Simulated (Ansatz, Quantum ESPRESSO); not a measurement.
## CoSi2 (Fm-3m, 3 atoms in the cell) computed with different codes at matched settings

Zone-centre phonon calculation.

```
CoSi2
1.0
    0.00000     2.70264     2.70264
    2.70264     0.00000     2.70264
    2.70264     2.70264     0.00000
Co Si
1 2
Direct
  0.00000   0.00000   0.00000
  0.75000   0.75000   0.75000
  0.25000   0.25000   0.25000
```

Shared settings, as Ansatz (a first-principles code) writes them: kpoints.mp_grid.grid = 9 9 9; scf.occupations.method = fermi_dirac; scf.occupations.width = 0.136 eV. Potentials and cutoffs stand in the table.

```
code                                                                        model  highest zone-centre frequency (cm⁻¹)  cutoff
----------------  ---------------------------------------------------------------  ------------------------------------  ------
Ansatz                                                             PBE, PAW files                                   313  420 eV
Quantum ESPRESSO  PBE, PseudoDojo standard norm-conserving (PBE) pseudopotentials                                   314  100 Ry
```

On Ansatz's run: spin polarisation is off.

The spread over the programs that give each value: highest zone-centre frequency within 1.0 cm⁻¹.

The starting cell comes from a database of computed structures (which also holds hypothetical and non-ambient phases and stackings), without a prior relaxation at this level. Its lattice was rescaled by a random factor within 2.5 % of one.

Keys are those of Ansatz 0.2.
